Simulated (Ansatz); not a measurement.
LaScO3 (GdFeO3-type perovskite start, 40-atom cell), space group Pnma.

```yaml
crystal:
  lattice:
    - [-5.83465, 0.00000, -5.69888]
    - [5.83465, 0.00000, -5.69888]
    - [0.00000, -8.14262, -5.69888]
  atoms:
    - { symbol: La, position: [0.34627, 0.89196, 0.75000] }
    - { symbol: La, position: [0.84627, 0.39196, 0.75000] }
    - { symbol: La, position: [0.15373, 0.60804, 0.25000] }
    - { symbol: La, position: [0.65373, 0.10804, 0.25000] }
    - { symbol: La, position: [0.14196, 0.09627, 0.25000] }
    - { symbol: La, position: [0.64196, 0.59627, 0.25000] }
    - { symbol: La, position: [0.35804, 0.40373, 0.75000] }
    - { symbol: La, position: [0.85804, 0.90373, 0.75000] }
    - { symbol: Sc, position: [0.50000, 0.50000, 0.00000] }
    - { symbol: Sc, position: [0.00000, 0.00000, 0.00000] }
    - { symbol: Sc, position: [0.00000, 0.50000, 0.00000] }
    - { symbol: Sc, position: [0.50000, 0.00000, 0.00000] }
    - { symbol: Sc, position: [0.25000, 0.75000, 0.50000] }
    - { symbol: Sc, position: [0.75000, 0.25000, 0.50000] }
    - { symbol: Sc, position: [0.75000, 0.75000, 0.50000] }
    - { symbol: Sc, position: [0.25000, 0.25000, 0.50000] }
    - { symbol: O, position: [0.47300, 0.76965, 0.55385] }
    - { symbol: O, position: [0.97300, 0.26965, 0.55385] }
    - { symbol: O, position: [0.02700, 0.73035, 0.44615] }
    - { symbol: O, position: [0.52700, 0.23035, 0.44615] }
    - { symbol: O, position: [0.32349, 0.52684, 0.44615] }
    - { symbol: O, position: [0.82349, 0.02684, 0.44615] }
    - { symbol: O, position: [0.17651, 0.97316, 0.55385] }
    - { symbol: O, position: [0.67651, 0.47316, 0.55385] }
    - { symbol: O, position: [0.98035, 0.77700, 0.94615] }
    - { symbol: O, position: [0.48035, 0.27700, 0.94615] }
    - { symbol: O, position: [0.51965, 0.72300, 0.05385] }
    - { symbol: O, position: [0.01965, 0.22300, 0.05385] }
    - { symbol: O, position: [0.22316, 0.92651, 0.05385] }
    - { symbol: O, position: [0.72316, 0.42651, 0.05385] }
    - { symbol: O, position: [0.27684, 0.57349, 0.94615] }
    - { symbol: O, position: [0.77684, 0.07349, 0.94615] }
    - { symbol: O, position: [0.69304, 0.65804, 0.75000] }
    - { symbol: O, position: [0.19304, 0.15804, 0.75000] }
    - { symbol: O, position: [0.80696, 0.84196, 0.25000] }
    - { symbol: O, position: [0.30696, 0.34196, 0.25000] }
    - { symbol: O, position: [0.40804, 0.94304, 0.25000] }
    - { symbol: O, position: [0.90804, 0.44304, 0.25000] }
    - { symbol: O, position: [0.09196, 0.55696, 0.75000] }
    - { symbol: O, position: [0.59196, 0.05696, 0.75000] }
```

Level of theory: PBE (plane waves to 420 eV, PAW; Ansatz, an electronic-structure program). Scalar-relativistic, without spin–orbit coupling; PBE gaps are too small against experiment. Its k-point mesh 3×3×3, Fermi–Dirac width 0.01 eV.

**Question.** List the levels next to the gap at Γ of this cell's own (folded) zone, from the top of the valence band (the table ends after a fixed count of bands, which can cut a degenerate set).

**Answer.** 
| band | E − E_v (eV) |
|---|---|
| v4 | -0.220 |
| v3 | -0.145 |
| v2 | -0.012 |
| v1 | 0.000 |
| c1 | 3.917 |
| c2 | 4.206 |
| c3 | 4.309 |
| c4 | 4.400 |
